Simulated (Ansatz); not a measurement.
Start from ZnSe in the zinc blende structure (space group F-43m, No. 216; a = 5.5675 Å). Axes: x, y, z lie along the cube axes.

Computed with LDA (Ansatz, a quantum-chemistry and plane-wave program; PAW; 420 eV plane waves; scalar-relativistic without spin-orbit coupling).

Before the change:

* **Valence-band top at Γ**: 0.00, 0.00, 0.00 eV
* **Valley order**: Γ 1.25 eV; L along ⟨111⟩ 2.45 eV; X along ⟨100⟩ 2.69 eV

The change: biaxial strain +0.50 %, plane normal [001], relaxed out of plane (Cartesian); in-plane vectors clamped, the third vector and the atoms free.

### Question
Predict the new valence-band top at Γ, out-of-plane strain and valley order.

### Answer
The valence-band top at Γ (three highest levels, from the VBM) goes from 0.00, 0.00, 0.00 eV to 0.00, -0.04, -0.04 eV; the out-of-plane strain is -0.61 %; the valley order (the lowest conduction-band minima on the path, energy above the VBM, named in the base's zone) changes from Γ 1.25 eV; L along ⟨111⟩ 2.45 eV; X along ⟨100⟩ 2.69 eV to Γ 1.21 eV; L along [1-1-1] 2.41 eV; X along [001] 2.64 eV; X along [100] 2.69 eV.

The levels and masses belong to the bands next to the band gap. Stability against distortions was not tested.
